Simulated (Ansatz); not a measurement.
**Relaxation of cell and atoms of GePd (Pm-3m, 2 atoms in the cell) at several settings**

```xyz
2
Lattice="3.0567 0.0000 0.0000 0.0000 3.0567 0.0000 0.0000 0.0000 3.0567" Properties=species:S:1:pos:R:3 pbc="T T T"
Pd     0.0000     0.0000     0.0000
Ge     1.5284     1.5284     1.5284
```

Base: PBE in Ansatz (a program for electronic structure). Its settings: basis.ecutwfc = 420 eV; kpoints.mp_grid.grid = 6 6 6; hamiltonian.xc = pbe; hamiltonian.pseudopotentials = {kind: paw} (the program's default PAW files); scf.occupations.method = cold; scf.occupations.width = 0.2 eV. Starting volume 14.28 Å³ per atom.

Each line gives the change from the base single point and the result:

- relax: default → cell and atoms; relax.cell.p_target: default → 5 GPa: pressure 4.97 GPa; final cell a = b = c = 3.1292 Å, α = β = γ = 90.00°; final volume per atom 15.32 Å³; relaxation steps 5; free energy against the base single point -67.1 meV/atom.
- hamiltonian.dispersion: default → d3bj; relax: default → cell and atoms [DFT, PBE-D3BJ, plane waves, default PAW files]: pressure -0.02 GPa; final cell a = 3.1224 Å, b = 3.1224 Å, c = 3.1224 Å, α = 90.00°, β = 90.00°, γ = 90.00°; final volume per atom 15.22 Å³; relaxation steps 5.

The starting cell was generated: these elements placed on a structure prototype, without a prior relaxation; it need not be a known phase or ordering of this composition. Its lattice was rescaled by a random factor within 2.5 % of one. Spin polarisation is off. Ansatz's pressure includes its estimate of the finite-basis (Pulay) stress. Without a gap this mesh is coarse (it stands for a supercell whose shortest vector is 18 Å).

Left out of this page: 1 run of the series failed or unconverged.

Keys are those of Ansatz 0.2.
